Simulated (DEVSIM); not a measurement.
**illuminated Si p-on-n cell, one wavelength**

System: illuminated Si p-on-n cell, one wavelength, at 300 K.

| layer (left to right) | material | thickness (μm) | Nd (cm⁻³) | Na (cm⁻³) | τn (s) | τp (s) | absorption coefficient (cm⁻¹) |
|---|---|---|---|---|---|---|---|
| 1 | Si | 0.0580 | - | 1.9e18 | 3.6e-7 | 9.2e-8 | 190 |
| 2 | Si | 240 | 6.2e16 | - | 3.3e-6 | 3.3e-6 | 190 |

Left contact: ohmic, minority electron recombination velocity 60000 cm/s. Right contact: ohmic, minority hole recombination velocity 10 cm/s. Voltage is applied to the left contact. Recombination: SRH at mid-gap, radiative, Auger. Light enters at the left, 5.4e17 photons cm⁻² s⁻¹, one pass, no reflection. Mobility is constant in doping.

The device is made up for the run: typed textbook-type constants, with dimensions and the other settings drawn at random. Values at 300 K.

| parameter | Si |
|---|---|
| gap (eV) | 1.124 |
| affinity (eV) | 4.05 |
| permittivity | 11.7 |
| Nc (cm⁻³) | 2.86e19 |
| Nv (cm⁻³) | 3.1e19 |
| μn (cm²/Vs) | 1417 |
| μp (cm²/Vs) | 470 |
| B (cm³/s) | 4.7e-15 |
| Cn (cm⁶/s) | 2.8e-31 |
| Cp (cm⁶/s) | 9.9e-32 |

Model (solved in DEVSIM): 1D drift-diffusion, Boltzmann statistics, complete ionisation; no tunnelling, impact ionisation, image-force lowering or self-heating.

The potential step across the device at zero bias is 0.893 V and the largest field in the device at zero bias comes out as 130000 V/cm. The dark forward voltage at 1 A/cm² comes out as 0.713 V. The dark forward voltage at 100 A/cm² comes out as 0.923 V, the short-circuit current is 47.5 mA/cm² and the open-circuit voltage is 0.632 V. The fill factor is 0.83, the largest power is 25.0 mW/cm² and the share of generated pairs collected at short circuit comes out as 0.554.

Dark reverse current:

```tsv
V (V)	J (A/cm²)
-0.04	-2.0e-10
-0.10	-3.9e-10
-0.20	-6.5e-10
-0.30	-8.9e-10
-0.40	-1.1e-9
-0.60	-1.5e-9
-0.80	-1.9e-9
-1.00	-2.2e-9
-1.30	-2.7e-9
-1.60	-3.1e-9
-2.00	-3.6e-9
```

Dark forward current:

| V (V) | J (A/cm²) |
|---|---|
| 0.05 | 4.8e-10 |
| 0.15 | 5.3e-9 |
| 0.25 | 5.7e-8 |
| 0.35 | 1.2e-6 |
| 0.45 | 4.5e-5 |
| 0.55 | 0.0020 |
| 0.65 | 0.096 |
| 0.70 | 0.64 |
| 0.80 | 14 |
| 0.90 | 74 |
| 1.00 | 270 |
| 1.10 | 750 |
| 1.20 | 1500 |
| 1.30 | 2300 |
